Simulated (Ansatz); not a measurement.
**How far PBE and r2SCAN part for GaN, pressure −1 GPa**

Consider GaN in the zinc blende structure (space group F-43m, No. 216; a = 4.549 Å).

(Cell as relaxed with PBE.)

Levels (all Ansatz, a first-principles code, PAW, earlier PAW set): PBE (420 eV, scalar-relativistic without spin-orbit coupling); r2SCAN (500 eV, scalar-relativistic without spin-orbit coupling).

Each level relaxes its own structure.

```tsv
base	PBE	r2SCAN
volume per atom	11.77 Å³	11.38 Å³
lattice parameter a	4.549 Å	4.498 Å
band gap	1.54 eV	2.17 eV
```

Now apply this change: a negative pressure, −1 GPa.

| quantity | PBE | r2SCAN |
|---|---|---|
| hole mass (degenerate bands, along [100]) | 0.14, 0.90, 0.90 mₑ (at Γ) | ___ |
| shortest interatomic distance | 1.974 Å | ___ |
| electron mass | 0.14 mₑ (at Γ) | ___ |
| band gap | 1.50 eV | ___ |

Task: Given the PBE results, estimate those of r2SCAN.

Result: 
- hole mass (degenerate bands, along [100]), r2SCAN: 0.18, 0.86, 0.86 mₑ (at Γ)
- shortest interatomic distance, r2SCAN: 1.951 Å
- electron mass, r2SCAN: 0.17 mₑ (at Γ)
- band gap, r2SCAN: 2.13 eV

PBE's shortest interatomic distance lies 0.0224 Å above r2SCAN's (1.1 %); PBE's band gap lies 0.63 eV below r2SCAN's. Neither level is exact; r2SCAN is the comparison here, not a measurement.

Load acts through the strain it causes; cell and atoms are relaxed under it. Effective masses come from finite differences of ±0.01 Å⁻¹. Stability against distortions was not tested. This is not the structure that GaN has at room temperature and ambient pressure.
